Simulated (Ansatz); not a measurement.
Input and output of a relaxation of cell and atoms for Cu₃Pd (Pm-3m, 4 atoms in the cell) (Ansatz, a program for electronic structure).

Computed with PBEsol, PAW files made with PBE (plane waves; Ansatz).

```yaml
crystal:
  lattice:
    - [3.68588, 0.00000, 0.00000]
    - [0.00000, 3.68588, 0.00000]
    - [0.00000, 0.00000, 3.68588]
  atoms:
    - { symbol: Cu, position: [0.00000, 0.50000, 0.50000] }
    - { symbol: Cu, position: [0.50000, 0.00000, 0.50000] }
    - { symbol: Cu, position: [0.50000, 0.50000, 0.00000] }
    - { symbol: Pd, position: [0.00000, 0.00000, 0.00000] }
```

Reference input (self-consistent single point, DFT, PBEsol, plane waves, PAW files made with PBE): kpoints.mp_grid.grid = 9 9 9; hamiltonian.xc = pbesol; hamiltonian.pseudopotentials = {kind: paw} (the program's default PAW files); scf.occupations.method = fermi_dirac; scf.occupations.width = 0.05 eV. This run's input differs from it in these lines:

```diff
@@ -18,2 +18,4 @@
   occupations: { method: fermi_dirac, width: 0.05 }
+relax:
+  cell: {}
 output:
```

The program printed (abridged):

```
   [... SCF lines of the steps left out ...]
relax step   1: F+E_penalty+E_count = -26673.40666581 eV  Δ(F+E_penalty+E_count) = +0.000e0 eV  max|allowed force component| = 4.539e-28 eV/Å  Δτ_max = 0.0000 Å  P = -4.227 GPa  Ω = 50.075 Å³  (11 SCF iters, dr2 threshold 1.00e-7 eV, accepted)
relax step   2: F+E_penalty+E_count = -26673.42330813 eV  Δ(F+E_penalty+E_count) = -1.664e-2 eV  max|allowed force component| = 2.051e-28 eV/Å  Δτ_max = 0.0000 Å  P = -1.097 GPa  Ω = 49.119 Å³  energy of the carried Pulay correction = +5.715e-4 eV  [...]
   [... lines left out ...]
relax step   4: F+E_penalty+E_count = -26673.42455858 eV  Δ(F+E_penalty+E_count) = +7.140e-6 eV  max|allowed force component| = 6.981e-29 eV/Å  Δτ_max = 0.0000 Å  P = -0.001 GPa  Ω = 48.811 Å³  energy of the carried Pulay correction = +7.584e-4 eV  [...]
relax step   5: F+E_penalty+E_count = -26673.42373676 eV  Δ(F+E_penalty+E_count) = +8.218e-4 eV  max|allowed force component| = 6.127e-29 eV/Å  Δτ_max = 0.0000 Å  P = +0.014 GPa  Ω = 48.811 Å³  stress off target by 1.44e-2 GPa  SCF on the basis [...]
basis re-selected at this cell: Δ(F+E_penalty+E_count) = +8.218e-4 eV, ΔP = +0.015 GPa vs the last step
the relaxation is at rest under the 48 symmetry operations that the run kept from its start: a minimum is not shown …
Free energy (F): -26673.423737 eV
Internal energy: -26673.411808 eV  (E = F + TS)
E sigma→0 (E₀):  -26673.417773 eV
Entropy (-TS):   -0.011929 eV (-2.982 meV/atom)
Fermi energy:    17.638235 eV
--- Forces (eV/Å), atoms counted from 1 ---
  atom   1  Cu    -0.00000000    -0.00000000    -0.00000000
   [... zero for the other atoms too ...]
   [... lines left out ...]
  cell:  # Å, volume = 48.8106 Å³
   [... lines left out ...]
  atoms:
    - { symbol: Cu, position: [1.802677488171813e-33, 0.49999999999999994, 0.49999999999999994] }
    - { symbol: Cu, position: [0.49999999999999994, -9.579445589320507e-35, 0.49999999999999994] }
    - { symbol: Cu, position: [0.49999999999999994, 0.49999999999999994, 9.579445589321344e-35] }
    - { symbol: Pd, position: [-1.0537390148249002e-33, -2.6996619388069467e-34, -1.1321162969198932e-34] }
```

The run converged.  The full log also holds: “iter 5 did not close the SCF: its close was put off for the readings that it lacked (scf_convergence_deferred on its scf_iter line)”.

Summary of the result:
```
Item                                                                                                                   Result
-----------------------------------------------  ----------------------------------------------------------------------------
Free energy E − TS (on the zero of these files)                                                                -26673.4237 eV
Fermi level (on the code's own zero)                                                                                 17.64 eV
Pressure                                                                                                             0.01 GPa
Final cell                                       a = 3.6546 Å, b = 3.6546 Å, c = 3.6546 Å, α = 90.00°, β = 90.00°, γ = 90.00°
Final volume per atom                                                                                                12.20 Å³
Relaxation steps                                                                                                            5
```

The starting cell comes from a database of computed structures (which also holds hypothetical and non-ambient phases and stackings), without a prior relaxation at this level. Its lattice was rescaled by a random factor within 2.5 % of one. Spin polarisation is off. The relaxation keeps the symmetry of its start, so its end need not be a minimum. Ansatz's pressure includes its estimate of the finite-basis (Pulay) stress.

Keys are those of Ansatz 0.2.
